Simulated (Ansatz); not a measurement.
BeTe: energy against strain

BeTe (zinc blende, F-43m, 22.003 Å³/atom at rest) under an equal strain ε in the (001) plane with the normal axis free, as in a coherent film. PBEsol in Ansatz, a plane-wave DFT program (PAW, default set), 420 eV, 10×10×10 Γ-centred mesh, Fermi-Dirac smearing 0.05 eV; ions are relaxed within the symmetry of each cell.

Here s stands for strain and y for E less E0.

```csv
strain (%),E less E0 (meV/atom)
-3.00,?
-1.50,3.49
-1.00,1.53
-0.50,0.38
0.00,0.00
0.50,0.36
1.00,1.43
1.50,3.20
```

Using a parabola, estimate the missing y at s = -3.00 from the other rows, showing the fit.

Least squares gives y = -0.003 - 0.0779·s + 1.4871·s². Residuals (row less fit): 0.030, -0.032, -0.028, 0.003, 0.030, 0.024, -0.026; standard error 0.035 (degrees of freedom: 4). Twice the quadratic coefficient over the volume, 2 × 1.4871 meV × 10⁴ × 0.1602 / 22.003 Å³, is twice the biaxial elastic modulus of this plane = 217 ± 2 GPa. At the withheld row, y = -0.003 - 0.0779 × (-3.0) + 1.4871 × (-3.0)² = 13.615 meV/atom. The calculation gives 14.44 meV/atom, 0.825 meV/atom above the prediction (5.7 % of the range of y in the table). The row lies outside the fitted rows, so this is an extrapolation. From the scatter of the fitted rows alone, a prediction at this place has a standard error of 0.133 meV/atom, so the miss is 6.2 times that.

One order more, fitted to all 13 runs of the series, follows each within 0.01, so the miss is the next term of a smooth law. Rows are the converged runs of the series near zero and its far end; series whose fitted rows scatter by over a few per cent of the range, as at a crossing or softening among them, aren't shown in this form. Most that stay on the fit to the last digits aren't either.
